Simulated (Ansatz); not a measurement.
An Ansatz (a quantum-chemistry and plane-wave program) run: LaWN3; PBEsol (Ansatz, PAW, without spin-orbit coupling).

Input:

Ansatz 0.2 input:
```yaml
crystal:
  lattice:
    - [3.934454752, 0, 0]
    - [0, 3.934454752, 0]
    - [0, 0, 4.1355133816]
  atoms:
    - { symbol: La, position: [0.5, 0.5, 0.3068967644] }
    - { symbol: W, position: [0, 0, 0.7842269108] }
    - { symbol: N, position: [0, 0.5, 0.7092091076] }
    - { symbol: N, position: [0.5, 0, 0.7092091076] }
    - { symbol: N, position: [0, 0, 0.2267281098] }
basis: { ecutwfc: 420, ecutrho_ratio: 4, xc_grid: 2, fft_grid_basis: typed }
kpoints: { mp_grid: { grid: [12, 12, 11] } }
hamiltonian:
  xc: pbesol
  dispersion: none
  pseudopotentials: { kind: paw }
scf: { occupations: { method: fermi_dirac, width: 0.05 }, convergence: { dr2_threshold: 0.0000000005 } }
output: { forces: true, stress: true }
```

Output:

```
WARN ansatz: RAYON_NUM_THREADS=2 ignored (pool sized by the plan → 2); use --threads N
Pseudopotentials: kind: paw
Pseudopotential: La, paw, valence charge 11
Pseudopotential: W, paw, valence charge 14
Pseudopotential: N, paw, valence charge 5
Functional definition: PBEsol
Crystal: 5 atoms, lattice volume = 64.017 Å³
Basis set: ecut = 420 eV, 1261 PW (Γ), exchange–correlation on 54×54×60 points (8 copies of the dense FFT grid, shifted against one another)
Bands: 25, of which v1, the nominal top of the filled ones, is band 20 counted from 1 (19 counted from 0)
Symmetry: 8 space group operations
Space group: P4mm (ITA 99), of the structure as read, at distance tolerance 4.0e-5 Å
k-points: 168 of 1584 (time reversal used)
PAW frozen core: La, regenerated for the run's functional, and the local potential with it
PAW frozen core: W, regenerated for the run's functional, and the local potential with it
PAW frozen core: N, regenerated for the run's functional, and the local potential with it
Initial density: superposition of atomic densities (neutral atoms: chi_scale 0, normalization atom), corrected by the library's trained network
Initial wavefunctions: pseudopotential atomic-orbital guess
Eigensolver: davidson
Functional: x = pbesol(κ = 0.804, μ = 0.12345679012345678), c = pbesol(β = 0.046)
SCF iter   1: F=—  HF=-17558.871735 eV  |F-HF|=—  |Δ(HF+E_count)|=         —  Δρ=1.06e-2  dr2=6.78e-2  ethr=1.77e-3  ⟨swp⟩=4.2  Hψ=16992  notcnv=0
all-band conjugate gradients solve this SCF's bands
preconditioner: auto → Kerker (q_TF=auto, 2.523 Å⁻¹)
SCF iter   2: F=—  HF=-17558.858915 eV  |F-HF|=—  |Δ(HF+E_count)|=   1.28e-2  Δρ=3.38e-3  dr2=6.46e-3  ethr=1.69e-4  ⟨swp⟩=2.2  Hψ=7913  notcnv=0  defer=23
SCF iter   3: F=—  HF=-17558.858048 eV  |F-HF|=—  |Δ(HF+E_count)|=   8.68e-4  Δρ=1.91e-3  dr2=2.21e-3  ethr=1.62e-5  ⟨swp⟩=2.2  Hψ=6545  notcnv=0  defer=23
SCF iter   4: F=—  HF=-17558.857660 eV  |F-HF|=—  |Δ(HF+E_count)|=   3.88e-4  Δρ=3.74e-4  dr2=1.48e-4  ethr=5.52e-6  ⟨swp⟩=2.7  Hψ=7618  notcnv=0  defer=23
SCF iter   5: F=—  HF=-17558.857657 eV  |F-HF|=—  |Δ(HF+E_count)|=   2.87e-6  Δρ=2.89e-4  dr2=5.67e-5  ethr=3.70e-7  ⟨swp⟩=2.0  Hψ=6090  notcnv=0  defer=23
SCF iter   6: F=—  HF=-17558.857606 eV  |F-HF|=—  |Δ(HF+E_count)|=   5.13e-5  Δρ=6.55e-5  dr2=3.80e-6  ethr=1.42e-7  ⟨swp⟩=2.0  Hψ=5986  notcnv=0  defer=23
SCF iter   7: F=—  HF=-17558.857602 eV  |F-HF|=—  |Δ(HF+E_count)|=   3.50e-6  Δρ=1.53e-5  dr2=1.99e-7  ethr=9.51e-9  ⟨swp⟩=2.0  Hψ=6655  notcnv=0  defer=27
SCF iter   8: F=—  HF=-17558.857602 eV  |F-HF|=—  |Δ(HF+E_count)|=   1.02e-8  Δρ=3.89e-6  dr2=1.35e-8  ethr=4.99e-10  ⟨swp⟩=2.3  Hψ=7257  notcnv=0  defer=28
SCF iter   9: F=—  HF=-17558.857602 eV  |F-HF|=—  |Δ(HF+E_count)|=   2.19e-9  Δρ=1.00e-6  dr2=1.15e-9  ethr=3.37e-11  ⟨swp⟩=2.3  Hψ=6576  notcnv=0  defer=29
SCF iter  10: F=-17558.857602 eV  HF=-17558.857602 eV  |F-HF|=7.64e-11  |Δ(HF+E_count)|=  5.82e-11  Δρ=2.97e-7  dr2=1.26e-10  ethr=1.25e-12  ⟨swp⟩=4.2  Hψ=15041  notcnv=0
SCF 1 converged in 10 iterations: F = -17558.857602 eV  dr2 = 1.26e-10
SCF converged after 10 iterations
Free energy (F): -17558.857602 eV
Harris-Foulkes:  -17558.857602 eV  (|F-HF|=7.64e-11)
Internal energy: -17558.853229 eV  (E = F + TS)
E sigma→0 (E₀):  -17558.855416 eV
Entropy (-TS):   -0.004373 eV (-0.875 meV/atom)
Fermi energy:    14.385942 eV
--- Per-component energies (eV) ---
  E_band       = -101.272020
  E_kinetic    = 1032.492372
  E_local      = -1703.939265  (includes V_loc(G=0)·N_el)
  E_nonlocal   = 236.868474
  E_hartree    = 598.582137
  E_xc         = -582.783654
  E_vxc        = -614.662652  (∫ρ·V_xc dr)
  E_paw        = -14131.880881  (= ΣΔE_a)
  E_vpaw       = -249.195314  (= ΣTr[D̂ρ^β])
  E_aug_tail   = 0.000200  (compensation charges beyond the density's cutoff)
  E_ewald      = -3008.668210
  E_core_change = 0.475598  (= ΣΔE_core)
  E_smearing   = -0.004373  (= −TS)
  E_closure    = -0.000000  (closes the sum)
  Σ components = -17558.857602   (vs F -17558.857602, Δ=0.00e0)
  [band-id]    e_kinetic+e_local+e_nonlocal+2·e_hartree+e_vxc+e_vpaw+e_augmentation_tail = -101.271911   (vs E_band -101.272020, Δ=1.08e-4)
--- Forces (eV/Å), atoms counted from 1 ---
  atom   1  La    -0.00000000     0.00000000     0.00003597
  atom   2  W      0.00000000     0.00000000    -0.00011466
  atom   3  N     -0.00000000     0.00000000    -0.00002777
  atom   4  N      0.00000000     0.00000000    -0.00002777
  atom   5  N      0.00000000     0.00000000     0.00013547
  max |Σ_I F_I| component: 1.24e-6 eV/Å
--- Stress (GPa, compression-positive) ---
       -0.001385       0.000000       0.000000
        0.000000      -0.001385       0.000000
       -0.000000       0.000000       0.007773
  P = ⅓ Tr σ = 0.0017 GPa (0.017 kbar)
  The stress holds the Pulay correction. Without it, at fixed plane waves, as pw.x and ABINIT print it: P = -0.4407 GPa
  The stress includes an estimate of the error left by incomplete SCF convergence (largest component 0.0001 GPa).
--- Band table ---
  band table: none
```

Stability against distortions was not tested. The final runs are not spin-polarised. The cell is LaWN$_{3}$ (space group P4mm, No. 99; a cell from a computed database, its experimental status unchecked).
